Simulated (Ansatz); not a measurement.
## What tensor shear ε_xy = +1.43 % does to SrCl2

Start from SrCl2 in the fluorite structure (space group Fm-3m, No. 225; a = 6.908 Å). Axes: x, y, z lie along the cube axes.

One thing is altered: tensor shear ε_xy = +1.43 % (engineering shear γ = 0.0286); the atoms relax in the strained cell.

Method: PBEsol (Ansatz, an electronic-structure program), scalar-relativistic without spin-orbit coupling. Γ-centred 8×8×8 mesh, Fermi–Dirac width 0.05 eV.

```json
[
 {"quantity": "volume per atom", "base": "27.47 Å³", "changed": "27.46 Å³", "shift": "-0.01 Å³"},
 {"quantity": "shortest interatomic distance", "base": "5.653 bohr", "changed": "5.619 bohr", "shift": "-0.0334 bohr"},
 {"quantity": "energy relative to the base (free energy F)", "base": "0 meV/atom", "changed": "+0.7 meV/atom", "shift": "+0.7 meV/atom"},
 {"quantity": "band gap", "base": "5.25 eV", "changed": "5.25 eV", "shift": "0.00 eV"},
 {"quantity": "gap character", "base": "–", "changed": "indirect, X → Γ", "shift": "–"},
 {"quantity": "smallest direct gap", "base": "5.34 eV", "changed": "5.34 eV", "shift": "0.00 eV"},
 {"quantity": "electron mass", "base": "0.37 mₑ (at Γ)", "changed": "0.37 mₑ (at Γ)", "shift": "–"},
 {"quantity": "stress (xx, yy, zz, yz, xz, xy; compression positive)", "base": "–", "changed": "(0.01, 0.01, 0.03, 0.00, 0.00, -0.28) GPa", "shift": "–"}
]
```

Masses are band curvatures over ±0.01 Å⁻¹ around the edge. Whether these cells are dynamically stable was not tested. k-point labels follow each cell's own Brillouin zone.
